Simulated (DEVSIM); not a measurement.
Structure: abrupt GaAs n-p junction, at 400 K.

```tsv
layer (left to right)	material	thickness (μm)	Nd (cm⁻³)	Na (cm⁻³)	τn (s)	τp (s)
1	GaAs	18.0	3e17	-	1.8e-8	1.8e-8
2	GaAs	290	-	2.4e17	5.4e-10	1.8e-8
```

Left contact: ohmic. Right contact: ohmic. Voltage is applied to the left contact. Recombination: SRH at mid-gap. Mobility is constant in doping.

This is a model device: material constants are rounded textbook-type values typed into the input, and sizes, dopings and lifetimes were drawn at random. Values at 300 K; Nc and Nv go as T^1.5, mobilities as T to minus their exponent, the gap by Varshni's rule with the affinity fixed.

```
parameter             GaAs
----------------  --------
gap (eV)             1.424
affinity (eV)         4.07
permittivity          12.9
Nc (cm⁻³)           4.7e17
Nv (cm⁻³)             9e18
μn (cm²/Vs)           8500
μp (cm²/Vs)            400
T exponent of μn       2.1
T exponent of μp       2.2
Varshni α (eV/K)  0.000541
Varshni β (K)          204
```

DEVSIM, 1D drift-diffusion, Boltzmann statistics, complete ionisation; no tunnelling, impact ionisation, image-force lowering or self-heating.

Question: Tabulate band edges, carrier densities and field at -1.05 V on the left contact.

Answer: Energies count from the Fermi level of the right contact; mesh points crowd at the junctions.

| x (μm) | Ec (eV) | Ev (eV) | n (cm⁻³) | p (cm⁻³) | field (V/cm) |
|---|---|---|---|---|---|
| 0.000 | 1.080 | -0.297 | 3.0e17 | 150 | ≈ 0 |
| 0.06095 | 1.080 | -0.297 | 3.0e17 | 5.1e10 | ≈ 0 |
| 0.2888 | 1.080 | -0.297 | 3.0e17 | 2.4e11 | ≈ 0 |
| 1.081 | 1.080 | -0.297 | 3.0e17 | 9.1e11 | ≈ 0 |
| 6.085 | 1.080 | -0.297 | 3.0e17 | 7.8e12 | ≈ 0 |
| 14.19 | 1.080 | -0.297 | 3.0e17 | 7.5e13 | ≈ 0 |
| 16.94 | 1.080 | -0.297 | 3.0e17 | 1.6e14 | ≈ 0 |
| 17.83 | 1.080 | -0.297 | 3.0e17 | 2.0e14 | ≈ 0 |
| 17.97 | 1.086 | -0.291 | 2.5e17 | 2.5e14 | 6300 |
| 18.01 | 1.274 | -0.103 | 1.1e15 | 5.9e16 | 39000 |
| 18.11 | 1.322 | -0.055 | 2.6e14 | 2.4e17 | ≈ 0 |
| 18.72 | 1.322 | -0.055 | 2.1e14 | 2.4e17 | ≈ 0 |
| 20.60 | 1.322 | -0.055 | 1.1e14 | 2.4e17 | ≈ 0 |
| 27.27 | 1.321 | -0.057 | 1.2e13 | 2.4e17 | ≈ 0 |
| 69.59 | 1.308 | -0.069 | 8800000 | 2.4e17 | ≈ 0 |
| 189.8 | 1.272 | -0.105 | 190 | 2.4e17 | ≈ 0 |
| 276.0 | 1.247 | -0.130 | 190 | 2.4e17 | ≈ 0 |
| 299.0 | 1.240 | -0.137 | 190 | 2.4e17 | ≈ 0 |
| 306.4 | 1.238 | -0.139 | 190 | 2.4e17 | ≈ 0 |
| 307.6 | 1.238 | -0.140 | 190 | 2.4e17 | ≈ 0 |
| 307.9 | 1.238 | -0.140 | 190 | 2.4e17 | ≈ 0 |
| 308.0 | 1.238 | -0.140 | 190 | 2.4e17 | ≈ 0 |
